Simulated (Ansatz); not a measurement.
The starting structures come from a database of crystals and need not be the phases stable at ambient conditions.

Tunnelling through a barrier is set by its complex band structure: the current falls as exp(−2κd) with the smallest κ.

Given:

```
PdO4S
1.0
    7.67042     0.00000     0.00000
    0.97994     7.77947     0.00000
    3.83521     0.00000     2.77436
Pd S O
2 2 8
Direct
  0.00000   0.50000   0.50000
  0.50000   0.00000   0.50000
  0.07672   0.75000   0.84656
  0.92328   0.25000   0.15344
  0.76785   0.78195   0.14118
  0.23215   0.21805   0.85882
  0.09097   0.71805   0.14118
  0.90903   0.28195   0.85882
  0.78985   0.40291   0.45550
  0.21015   0.59709   0.54450
  0.75465   0.09709   0.45550
  0.24535   0.90291   0.54450
```

Space group of this cell: C2/c. The cell is taken as given; by r2SCAN its mean pressure is 1.1 GPa.

Transport runs along the normal of the first two printed cell vectors.

No gap correction and no spin-orbit coupling; mid-gap values are interpolated between computed energies.

Give the band gap and the smallest decay constant κ at mid-gap that r2SCAN run with Ansatz (an electronic-structure program) yields.

Gap 1.47 eV on a 12×4×12 mesh; κ = 0.487 1/Å, at (0.000, 0.500) of the in-plane reciprocal vectors. At the zone centre, at the nearest computed energy, the slowest state has κ = 0.49 1/Å.
